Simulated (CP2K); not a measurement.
Worked example: self-consistent single point of K (Im-3m, 1 atom in the cell) in CP2K

Computed with PBE, GPW, DZVP-MOLOPT-PBE-GTH basis, GTH-PBE potentials (POTENTIAL_UZH) run with CP2K 2026.2.

Input as run:

```
&GLOBAL
  PROJECT run
  RUN_TYPE ENERGY_FORCE
  PRINT_LEVEL LOW
&END GLOBAL
&FORCE_EVAL
  METHOD Quickstep
  STRESS_TENSOR ANALYTICAL
  &DFT
    BASIS_SET_FILE_NAME BASIS_MOLOPT_UZH
    POTENTIAL_FILE_NAME POTENTIAL_UZH
    &QS
      METHOD GPW
      EPS_DEFAULT 1E-10
    &END QS
    &MGRID
      CUTOFF 500
      REL_CUTOFF 50
      NGRIDS 5
    &END MGRID
    &SCF
      SCF_GUESS ATOMIC
      EPS_SCF 1E-7
      MAX_SCF 100
      ADDED_MOS 4
      &DIAGONALIZATION
        ALGORITHM STANDARD
      &END DIAGONALIZATION
      &MIXING
        METHOD BROYDEN_MIXING
        ALPHA 0.2
        NBUFFER 8
      &END MIXING
      &SMEAR ON
        METHOD GAUSSIAN
        SIGMA [eV] 0.136
      &END SMEAR
    &END SCF
    &KPOINTS
      SCHEME MONKHORST-PACK 9 9 9
    &END KPOINTS
    &XC
      &XC_FUNCTIONAL PBE
      &END XC_FUNCTIONAL
    &END XC
    &PRINT
      &MO
        EIGENVALUES T
        OCCUPATION_NUMBERS T
        NDIGITS 8
        FILENAME mo
        &EACH
          QS_SCF 0
        &END EACH
        ADD_LAST NUMERIC
      &END MO
      &MULLIKEN OFF
      &END MULLIKEN
    &END PRINT
  &END DFT
  &SUBSYS
    &CELL
      ABC 4.57261400 4.57261428 4.57261440
      ALPHA_BETA_GAMMA 109.47121690 109.47122329 109.47122383
      PERIODIC XYZ
    &END CELL
    &COORD
      K        0.00000000     0.00000000     0.00000000
    &END COORD
    &KIND K
      BASIS_SET DZVP-MOLOPT-PBE-GTH-q9
      POTENTIAL GTH-PBE-q9
    &END KIND
  &END SUBSYS
  &PRINT
    &FORCES ON
    &END FORCES
    &STRESS_TENSOR ON
    &END STRESS_TENSOR
  &END PRINT
&END FORCE_EVAL
```

Output (repeated stretches shortened):

```
 GLOBAL| Method name                                                        CP2K
 GLOBAL| Project name                                                        run
 GLOBAL| Run type                                                   ENERGY_FORCE

 TOTAL NUMBERS AND MAXIMUM NUMBERS

  Total number of            - Atomic kinds:                                   1
                             - Atoms:                                          1
                             - Shell sets:                                     1
                             - Shells:                                         6
                             - Primitive Cartesian functions:                  6
                             - Cartesian basis functions:                     15
                             - Spherical basis functions:                     14

  Maximum angular momentum of- Orbital basis functions:                        2
                             - Local part of the GTH pseudopotential:          2
                             - Non-local part of the GTH pseudopotential:      3

 SCF PARAMETERS         Density guess:                                    ATOMIC
                        max_scf:                                             100
                        max_diis:                                              4
                        eps_scf:                                        1.00E-07
                        eps_diis:                                       1.00E-01
                        eps_eigval:                                     1.00E-05
                        level_shift [a.u.]:                             0.000000
                        added MOs                                         4    0
                        Mixing method:                            BROYDEN_MIXING
                                                charge density mixing in g-space
                        Smear method:                                   GAUSSIAN
                        Smearing width (sigma) [a.u.]:                  5.00E-03
                        Accuracy threshold:                             1.00E-10
                        No outer SCF

 Extrapolation method: initial_guess

 Number of electrons:                                                          9
 Number of occupied orbitals:                                                  5
 Number of molecular orbitals:                                                 9

 Number of orbital functions:                                                 14
 Number of independent orbital functions:                                     14

 SCF WAVEFUNCTION OPTIMIZATION

  Step     Update method      Time    Convergence         Total energy    Change
     1 NoMix/Diag. 0.20E+00      -     0.34460046       -28.2879362089 -2.83E+01
     2 Broy./Diag. 0.20E+00      -     0.00081647       -28.2613576706  2.66E-02
     3 Broy./Diag. 0.20E+00      -     0.00355916       -28.2750033891 -1.36E-02
     4 Broy./Diag. 0.20E+00      -     0.00017211       -28.2702135372  4.79E-03
     5 Broy./Diag. 0.20E+00      -     0.00032999       -28.2687630038  1.45E-03
     6 Broy./Diag. 0.20E+00      -     0.00000757       -28.2680220186  7.41E-04
     7 Broy./Diag. 0.20E+00      -     0.00001368       -28.2682431309 -2.21E-04
     8 Broy./Diag. 0.20E+00      -     0.00000012       -28.2682789143 -3.58E-05
     9 Broy./Diag. 0.20E+00      -     0.00000049       -28.2682723433  6.57E-06
    10 Broy./Diag. 0.20E+00      -     6.1663E-09       -28.2682722802  6.31E-08

  *** SCF run converged in    10 steps ***

  Electronic density on regular grids:         -9.0000000000       -0.0000000000
  Core density on regular grids:                8.9999999996       -0.0000000004
  Total charge density on r-space grids:       -0.0000000005
  Total charge density g-space grids:          -0.0000000005

  Overlap energy of the core charge distribution:               0.00000000000000
  Self energy of the core charge distribution:                -60.40325995484405
  Core Hamiltonian energy:                                     14.02222882361689
  Hartree energy:                                              22.42018568642071
  Exchange-correlation energy:                                 -4.30720675453507
  Smearing free energy correction:                             -0.00022008081611
  Fermi energy:                                                 0.05088224133189

  Total energy:                                               -28.26827228015966
  Total energy (extrapolated to sigma->0):                    -28.26816223975161

 ENERGY| Total FORCE_EVAL ( QS ) energy [hartree]            -28.268272380146517

 FORCES| Atomic forces [hartree/bohr]
 FORCES|   Atom     x               y               z               |f|
 FORCES|      1 -5.05862006E-14 -2.17343178E-14  1.93140983E-14   5.83470536E-14
 FORCES| Sum    -5.05862006E-14 -2.17343178E-14  1.93140983E-14
 FORCES| Total atomic force                                       5.83470536E-14

 STRESS| Analytical stress tensor [bar]
 STRESS|                        x                   y                   z
 STRESS|      x        1.03296701727E+03   2.65022207027E-02   4.67655383001E-02
 STRESS|      y        2.65022207027E-02   1.03298143531E+03   6.52798740451E-02
 STRESS|      z        4.67655383001E-02   6.52798740451E-02   1.03305504839E+03
 STRESS| 1/3 Trace                                             1.03300116699E+03
```

The run converged in 10 iterations.

The starting cell has typed, rounded lattice constants, without a prior relaxation at this level. Values carry the incompleteness of an atom-centred basis.
